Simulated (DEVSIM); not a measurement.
Device: Schottky contact on n-type Si, at 400 K.

Layer 1 from the left is Si, thickness (μm) 0.500, Nd (cm⁻³) 7.5e16, τn (s) 0.00018, τp (s) 0.00018.

Left contact: Schottky, work function 4.82 eV, emission velocity 2.4e6 cm/s. Right contact: ohmic. Voltage is applied to the left contact. Recombination: SRH at mid-gap. Mobility is constant in doping.

The device is made up for the run: typed textbook-type constants, with dimensions and the other settings drawn at random. Values at 300 K; Nc and Nv go as T^1.5, mobilities as T to minus their exponent, the gap by Varshni's rule with the affinity fixed.

Si: gap (eV) 1.124, affinity (eV) 4.05, permittivity 11.7, Nc (cm⁻³) 2.86e19, Nv (cm⁻³) 3.1e19, μn (cm²/Vs) 1417, μp (cm²/Vs) 470, T exponent of μn 2.3, T exponent of μp 2.2, Varshni α (eV/K) 0.000473, Varshni β (K) 636.

DEVSIM, 1D drift-diffusion, Boltzmann statistics, complete ionisation; no tunnelling, impact ionisation, image-force lowering or self-heating. Metal contacts follow the ideal Schottky-Mott rule: no Fermi-level pinning, no interface dipoles.

### Question
What does the simulation give for the dark forward voltage at 1 A/cm², the potential step across the device at zero bias, the largest field in the device at zero bias, the dark forward voltage at 100 A/cm²?

### Answer
dark forward voltage at 1 A/cm² 0.198 V; potential step across the device at zero bias 0.550 V; largest field in the device at zero bias 110000 V/cm; dark forward voltage at 100 A/cm² 0.358 V.
